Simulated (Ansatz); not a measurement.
# Fermi-surface data of TiNi (P2_1/m)

Given:

```yaml
crystal:
  lattice:
    - [2.87152, 0.00057, -0.21780]
    - [-0.00050, 3.98100, 0.00381]
    - [-0.82510, -0.00461, 4.70886]
  atoms:
    - { symbol: Ti, position: [0.37306, 0.25000, 0.71389] }
    - { symbol: Ti, position: [0.62694, 0.75000, 0.28611] }
    - { symbol: Ni, position: [0.92833, 0.75000, 0.83034] }
    - { symbol: Ni, position: [0.07167, 0.25000, 0.16966] }
```

Computed with PBEsol, rigid bands (plane waves, PAW, scalar-relativistic; Ansatz, a program for electronic structure). Cell: cell and atoms relaxed with PBEsol.

```json
{
 "density of states at the Fermi level": "2.26 states/(eV·cell), both spins",
 "bare Sommerfeld coefficient": "1.33 mJ/(mol of atoms·K²)",
 "drude_plasma_energy": "3.2 (x), 2.7 (y), 2.7 (z) eV",
 "root-mean-square Fermi velocity": "2.8e5 m/s",
 "resistivity times τ": "47 (x), 65 (y), 67 (z) ×10⁻²² Ω·m·s"
}
```

A metal at this level (no band gap); rigid bands, thermally averaged at 300 K, both spins. Spin-orbit coupling is left out. τ is one relaxation time for all states.

Formula and space group known from diffraction (Crystallography Open Database), not checked to be the room-temperature form: TiNi (P2_1/m). Treated as nonmagnetic (a ferromagnetic start lost its moment, other orders weren't tried): TiNi (P2_1/m).
